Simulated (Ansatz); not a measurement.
Take Li in the bcc (W type) structure (space group Im-3m, No. 229; relaxed with 0.1 eV smearing) as the base.

```
CELL_PARAMETERS angstrom
     -1.71714     1.71714     1.71714
      1.71714    -1.71714     1.71714
      1.71714     1.71714    -1.71714
ATOMIC_POSITIONS crystal
  Li 0.00000 0.00000 0.00000
```

Cartesian axes are those of the cell as printed.

All numbers come from PBEsol, PAW, 420 eV (Ansatz, a program for electronic structure; no spin-orbit coupling).

The change: a pure shear with ε_xy = ε_yx = 0.0200, atoms relaxed at fixed cell.

### Question
What happens to the energy relative to the base and stress?

### Answer
The energy grows by 1.1 meV/atom; the stress (xx, yy, zz, yz, xz, xy; compression positive) amounts to (0.0, 0.0, 0.0, 0.0, 0.0, -0.4) GPa.

The cells carry an imposed strain or load. Stability against distortions was not tested.
